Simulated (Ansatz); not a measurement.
The parent structure is HgS in the rock salt structure (space group Fm-3m, No. 225; a = 5.452 Å; a model cell, its experimental status unchecked).

One thing is altered: a negative pressure, −2 GPa.

Levels (all Ansatz, a quantum-chemistry and plane-wave program, PAW): PBEsol (420 eV, without spin-orbit coupling); PBEsol+SOC (420 eV, spin-orbit coupling included).

The geometry is relaxed with PBEsol.

```
Item               Result
---------------  --------
PBEsol pressure  -2.0 GPa
```

**Question.** Predict the pressure from PBEsol+SOC.

**Answer.** The pressure shrinks by 0.7 GPa (-2.0 GPa → -2.7 GPa).

Single points use the geometry relaxed with PBEsol. The spin-orbit shifts are approximate. Load acts through the strain it causes; cell and atoms are relaxed under it. No phonon test of stability was made. The runs without spin-orbit coupling are not spin-polarised. This is not the structure that HgS has at room temperature and ambient pressure.
